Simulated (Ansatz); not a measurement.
The starting structures come from a database of crystals and need not be the phases stable at ambient conditions.

The decay constant κ of evanescent states in the gap governs leakage through a thin film.

Here is the system:

```
CaZnF4
1.0
    5.26056     0.00000     0.00000
    0.00000    10.99761     0.00000
    2.63028     5.49880     2.63028
Ca Zn F
2 2 8
Direct
  0.50000   0.75000   0.00000
  0.00000   0.00000   0.00000
  0.50000   0.25000   0.00000
  0.00000   0.50000   0.00000
  0.06131   0.08031   0.51860
  0.92009   0.76900   0.64122
  0.93869   0.59891   0.48140
  0.07991   0.41022   0.35878
  0.43869   0.66969   0.48140
  0.57991   0.98100   0.35878
  0.56131   0.15109   0.51860
  0.42009   0.33978   0.64122
```

Space group of this cell: I4_1/a. The cell is taken as given.

Transport runs along the normal of the first two printed cell vectors, the (100) plane of the conventional cell.

No gap correction and no spin-orbit coupling; mid-gap values are interpolated between computed energies.

Problem. Predict the band gap and the smallest decay constant κ at mid-gap from r2SCAN run with Ansatz (a program for electronic structure).

Solution. Gap 6.05 eV on a 12×12×12 mesh; κ = 0.496 1/Å, at the zone centre.
